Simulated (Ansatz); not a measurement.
## TaN under a change: pressure 0.9 GPa

The reference is TaN in the rock salt structure (space group Fm-3m, No. 225; a = 4.375 Å).

Modification: a hydrostatic pressure of 0.9 GPa.

Method: PBEsol (Ansatz, a quantum-chemistry and plane-wave program, PAW, no SOC), earlier PAW set. k-mesh 18×18×18 (Γ-centred); smearing 0.05 eV (Fermi–Dirac).

The volume per atom drops by 0.026 Å³, from 10.46 Å³ to 10.44 Å³ and the density goes up by 0.04 g/cm³ (15.47 g/cm³ → 15.51 g/cm³). The lattice parameter a decreases by 0.007 bohr to 8.260 bohr and the shortest interatomic distance stays essentially unchanged (4.133 bohr against 4.130 bohr). The band gap is still zero.

Load acts through the strain it causes; cell and atoms are relaxed under it. No phonon test of stability was made. All final runs are without spin polarisation. This is not the structure that TaN has at room temperature and ambient pressure.
